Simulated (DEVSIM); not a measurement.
Structure: abrupt Si p-n junction, at 400 K.

```
layer (left to right)  material  thickness (μm)  Nd (cm⁻³)  Na (cm⁻³)  τn (s)  τp (s)
---------------------  --------  --------------  ---------  ---------  ------  ------
1                            Si            26.0          -     1.5e16  4.2e-5  4.2e-5
2                            Si             170     1.8e14          -  4.2e-5  4.2e-5
```

Left contact: ohmic. Right contact: ohmic. Voltage is applied to the left contact. Recombination: SRH at mid-gap. Mobility is μmin + (μ − μmin)/(1 + (N/Nref)^α).

Constants are typed, rounded textbook-type inputs, not results; the design itself was drawn at random and stands for no fabricated device. Values at 300 K; Nc and Nv go as T^1.5, mobilities as T to minus their exponent, the gap by Varshni's rule with the affinity fixed.

| parameter | Si |
|---|---|
| gap (eV) | 1.124 |
| affinity (eV) | 4.05 |
| permittivity | 11.7 |
| Nc (cm⁻³) | 2.86e19 |
| Nv (cm⁻³) | 3.1e19 |
| μn (cm²/Vs) | 1417 |
| μp (cm²/Vs) | 470 |
| μn,min | 52 |
| μp,min | 45 |
| Nref,n | 9.7e16 |
| Nref,p | 2.2e17 |
| αn | 0.68 |
| αp | 0.72 |
| T exponent of μn | 2.3 |
| T exponent of μp | 2.2 |
| Varshni α (eV/K) | 0.000473 |
| Varshni β (K) | 636 |

Simulated with DEVSIM: 1D drift-diffusion, Boltzmann statistics, complete ionisation; no tunnelling, impact ionisation, image-force lowering or self-heating.

The doping Nd of layer 2 was swept, all else fixed.

```json
[
 {"doping Nd of layer 2 (cm^-3)": "5.4e12", "largest field in the device at zero bias (V/cm)": "7700", "dark forward voltage at 1 A/cm² (V)": "0.610", "potential step across the device at zero bias (V)": "0.287"},
 {"doping Nd of layer 2 (cm^-3)": "1.8e13", "largest field in the device at zero bias (V/cm)": "7700", "dark forward voltage at 1 A/cm² (V)": "0.556", "potential step across the device at zero bias (V)": "0.314"},
 {"doping Nd of layer 2 (cm^-3)": "5.4e13", "largest field in the device at zero bias (V/cm)": "7900", "dark forward voltage at 1 A/cm² (V)": "0.524", "potential step across the device at zero bias (V)": "0.350"},
 {"doping Nd of layer 2 (cm^-3)": "1.8e14", "largest field in the device at zero bias (V/cm)": "8400", "dark forward voltage at 1 A/cm² (V)": "___", "potential step across the device at zero bias (V)": "0.391"},
 {"doping Nd of layer 2 (cm^-3)": "5.4e14", "largest field in the device at zero bias (V/cm)": "9900", "dark forward voltage at 1 A/cm² (V)": "0.481", "potential step across the device at zero bias (V)": "0.429"},
 {"doping Nd of layer 2 (cm^-3)": "1.8e15", "largest field in the device at zero bias (V/cm)": "15000", "dark forward voltage at 1 A/cm² (V)": "0.469", "potential step across the device at zero bias (V)": "0.470"},
 {"doping Nd of layer 2 (cm^-3)": "5.4e15", "largest field in the device at zero bias (V/cm)": "23000", "dark forward voltage at 1 A/cm² (V)": "0.460", "potential step across the device at zero bias (V)": "0.508"}
]
```

Fill in the missing entries.


- 1.8e14, dark forward voltage at 1 A/cm² (V): 0.497
